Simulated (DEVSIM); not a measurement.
System: abrupt InP p-n junction, at 400 K.

Layer 1 from the left is InP, thickness (μm) 14.0, Na (cm⁻³) 1.6e15, τn (s) 6.2e-10, τp (s) 6.2e-10. Layer 2 from the left is InP, thickness (μm) 0.400, Nd (cm⁻³) 1.4e13, τn (s) 6.2e-10, τp (s) 6.2e-10.

Left contact: ohmic. Right contact: ohmic. Voltage is applied to the left contact. Recombination: SRH at mid-gap, radiative. Mobility is μmin + (μ − μmin)/(1 + (N/Nref)^α).

Constants are typed, rounded textbook-type inputs, not results; the design itself was drawn at random and stands for no fabricated device. Values at 300 K; Nc and Nv go as T^1.5, mobilities as T to minus their exponent, the gap by Varshni's rule with the affinity fixed.

InP: gap (eV) 1.344, affinity (eV) 4.38, permittivity 12.5, Nc (cm⁻³) 5.7e17, Nv (cm⁻³) 1.1e19, μn (cm²/Vs) 5200, μp (cm²/Vs) 170, μn,min 400, μp,min 10, Nref,n 3e17, Nref,p 4.9e17, αn 0.47, αp 0.62, T exponent of μn 2, T exponent of μp 2, B (cm³/s) 1.2e-10, Varshni α (eV/K) 0.000363, Varshni β (K) 162.

Simulated with DEVSIM: 1D drift-diffusion, Boltzmann statistics, complete ionisation; no tunnelling, impact ionisation, image-force lowering or self-heating.

**Question.** What does the simulation give for the largest field in the device at zero bias, the potential step across the device at zero bias, the dark forward voltage at 1 A/cm²?

**Answer.** largest field in the device at zero bias 9500 V/cm; potential step across the device at zero bias 0.611 V; dark forward voltage at 1 A/cm² 0.530 V.
